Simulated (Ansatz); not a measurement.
Several settings converged on RbCrSe2 (R3m, 4 atoms in the cell)

```
RbCrSe2
1.0
    1.93697     1.11831     7.78303
   -1.93697     1.11831     7.78303
    0.00000    -2.23662     7.78303
Rb Cr Se
1 1 2
Direct
  0.16806   0.16806   0.16806
  0.99775   0.99775   0.99775
  0.38859   0.38859   0.38859
  0.60744   0.60744   0.60744
```
Moments meant for the start (each program seeds them in its own way; μB, in the order of the atoms Rb Cr Se Se): 0.0 3.0 0.0 0.0.

Base method: PBEsol, default PAW files made with PBE (plane waves; Ansatz, a program for electronic structure).

Base settings: basis.ecutwfc = 420 eV; kpoints.mp_grid.grid = 4 4 4; hamiltonian.xc = pbesol; hamiltonian.pseudopotentials = {kind: paw} (the program's default PAW files); magnetization.spin_polarized = true; scf.occupations.method = fermi_dirac; scf.occupations.width = 0.05 eV.

The count of work is k-points × plane waves × bands × iterations; it is no time. Core times come from one kind of shared machine, to one figure; runs under 30 s give none.

**The cutoff for other potential files**

Level: DFT, PBEsol, plane waves, harder PAW files (source: ansatz) made with PBE.

In this ladder: hamiltonian.pseudopotentials = {kind: paw, source: ansatz}.

The second cell is the first with its lattice scaled by 0.98.

The mesh stays at the base's, so the ladder's end is converged at best in this setting alone.

The first pressure column holds Ansatz's estimate of the finite-basis (Pulay) stress, which hides part of the cutoff error; the other is without it.

Only quantities that move along the ladder and can be compared are tabulated.

```tsv
basis.ecutwfc	free energy less the last step's (meV/atom)	energy of the compressed cell less the first (meV/atom)	pressure (GPa)	pressure without the Pulay estimate (GPa)	largest difference of a force vector from the last step's (eV/Å)	count of work / last	core time / last (rough)
420 eV	1210.10	-20.99	-3.50	-41.51	0.058	0.11	–
510 eV	241.67	-13.00	-3.15	-12.35	0.010	0.14	–
650 eV	17.97	-14.74	-3.04	-4.01	0.001	0.20	–
790 eV	0.96	-14.73	-3.03	-3.10	0.000	0.28	–
930 eV	0.18	-14.77	-3.04	-3.04	0.000	0.38	0.4
1115 eV	0.13	-14.77	-3.04	-3.04	0.000	0.50	0.7
1395 eV	0.06	-14.77	-3.04	-3.04	0.000	0.70	1
1860 eV	0.00	-14.77	-3.04	-3.04	0.000	1.0	1
```

Coarsest basis.ecutwfc that holds the free energy within 2 meV/atom of the last step, with all finer ones: 790 eV, at 0.28 of the last step's count of work; the step before is off by 18 meV/atom.

Coarsest basis.ecutwfc that holds the energy of the compressed cell less the first within 2 meV/atom of the last step, with all finer ones: 510 eV, at 0.14 of the last step's count of work; the step before is off by 6.2 meV/atom.

Coarsest basis.ecutwfc that holds the pressure within 0.2 GPa of the last step, with all finer ones: 510 eV, at 0.14 of the last step's count of work; the step before is off by 0.47 GPa.

The energy difference between the two cells stays within 1 meV/atom of the last step's from 650 eV on, the total only from 790 eV on: much of the error is common to both cells and cancels.

At the lowest cutoff the pressure without the Pulay estimate lies 38.5 GPa under the last step's, the usual sign of Pulay stress in an incomplete plane-wave basis.

**The density cutoff**

The mesh stays at the base's, so the ladder's end is converged at best in this setting alone.

Only quantities that move along the ladder and can be compared are tabulated.

```csv
basis.ecutrho_ratio,free energy less the last step's (meV/atom),pressure (GPa)
2,-2.58,-2.90
3,-0.02,-3.03
4,-0.01,-3.03
5,0.00,-3.03
6,0.00,-3.03
8,0.00,-3.03
10,0.00,-3.03
12,0.00,-3.03
16,0.00,-3.03
```

Coarsest basis.ecutrho_ratio that holds the pressure within 0.05 GPa of the last step, with all finer ones: 3; the step before is off by 0.13 GPa.

Coarsest basis.ecutrho_ratio that holds the free energy within 0.5 meV/atom of the last step, with all finer ones: 3; the step before is off by 2.6 meV/atom.

**The relaxed cell against the cutoff**

On RbCrSe2 (R3m, 4 atoms in the cell): atoms on their sites.

In this ladder: relax = cell and atoms.

The mesh stays at the base's, so the ladder's end is converged at best in this setting alone.

Only quantities that move along the ladder and can be compared are tabulated.

| basis.ecutwfc | relaxed volume (Å³/atom) | relaxation steps | core time / last (rough) |
|---|---|---|---|
| 210 eV | 23.878 | 65 | 1 |
| 250 eV | 23.803 | 28 | 1.0 |
| 295 eV | 23.867 | 13 | 0.7 |
| 355 eV | 23.899 | 7 | 0.4 |
| 420 eV | 23.885 | 7 | 0.5 |
| 505 eV | 23.884 | 7 | 0.7 |
| 630 eV | 23.883 | 6 | 0.7 |
| 840 eV | 23.883 | 6 | 1 |

Coarsest basis.ecutwfc that holds the relaxed volume within 0.048 Å³/atom of the last step, with all finer ones: 295 eV; the step before is off by 0.080 Å³/atom.

On the base run: the starting cell comes from a database of computed structures (which also holds hypothetical and non-ambient phases and stackings), without a prior relaxation at this level. Its lattice was rescaled by up to half a per cent. One atom was moved a little off its site on purpose. With one magnetic atom in the cell only a parallel order is possible.

Keys are those of Ansatz 0.2.
